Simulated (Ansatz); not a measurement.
How a calculation on Ni3Fe (Pm-3m, 4 atoms in the cell) responds to its settings

```
Ni3Fe
1.0
    3.49817     0.00000     0.00000
    0.00000     3.49817     0.00000
    0.00000     0.00000     3.49817
Fe Ni
1 3
Cartesian
  0.00000   0.00000   0.00000
  0.00000   1.74909   1.74909
  1.74909   0.00000   1.74909
  1.74909   1.74909   0.00000
```
Moments meant for the start (each program seeds them in its own way; μB, in the order of the atoms Fe Ni Ni Ni): 3.0 0.5 0.5 0.5.

Base run A: PBE, PAW files run with Ansatz (an electronic-structure program), self-consistent single point.

Its settings: basis.ecutwfc = 30.9 Ry; kpoints.mp_grid.grid = 9 9 9; hamiltonian.xc = pbe; hamiltonian.pseudopotentials = {kind: paw} (the program's default PAW files); magnetization.spin_polarized = true; scf.occupations.method = gaussian; scf.occupations.width = 0.0037 Ry.

The starting cell has typed, rounded lattice constants, without a prior relaxation at this level. Its lattice was rescaled by a random factor within 2.5 % of one. The magnetic order is the one reached from the typed start; others were not searched systematically. In the base run, with a pressure of about 8 GPa the cell is away from its equilibrium volume at this level. Ansatz's pressure includes its estimate of the finite-basis (Pulay) stress.

ΔF is the free energy per atom less that of run A. 

```
run  kpoints.mp_grid.grid, scf.occupations.width  ΔF (meV/atom)  pressure (GPa)  size of the net moment (μB/atom)  TS (meV/atom)  k-points
---  -------------------------------------------  -------------  --------------  --------------------------------  -------------  --------
A                               9 9 9, 0.0037 Ry           0.00            8.21                              1.16            1.4        35
B                               6 6 6, 0.0022 Ry           -4.9            8.63                              1.22            0.3        20
C                               6 6 6, 0.0073 Ry           -6.3            8.68                              1.22            3.0        20
D                                6 6 6, 0.022 Ry          -19.3            8.86                              1.21           32.4        20
E                               8 8 8, 0.0022 Ry          -0.44            8.46                              1.19            0.3        35
F                               8 8 8, 0.0073 Ry           -2.4            8.53                              1.19            4.3        35
G                                8 8 8, 0.022 Ry          -18.3            8.61                              1.19           35.4        35
H                               9 9 9, 0.0022 Ry           0.44            8.22                              1.16            0.4        35
I                               9 9 9, 0.0073 Ry          -1.86            8.32                              1.17            4.7        35
J                                9 9 9, 0.022 Ry          -18.0            8.55                              1.18           35.3        35
K                            10 10 10, 0.0022 Ry           -2.6            8.28                              1.19            0.4        56
L                            10 10 10, 0.0073 Ry           -4.3            8.30                              1.18            3.6        56
M                             10 10 10, 0.022 Ry          -18.9            8.56                              1.18           33.9        56
```

Run E against A: The free energy hardly moves (within 1 meV/atom), the pressure goes from 8.21 to 8.46 GPa and the size of the net moment moves little (1.16 to 1.19 μB/atom).

Run G against A: The free energy drops by 18.3 meV/atom, the pressure goes from 8.21 to 8.61 GPa and the size of the net moment moves little (1.16 to 1.19 μB/atom).

Run J against A: The free energy falls by 18.0 meV/atom, the pressure goes from 8.21 to 8.55 GPa and the size of the net moment hardly changes (1.16 to 1.18 μB/atom).

Keys are those of Ansatz 0.2.
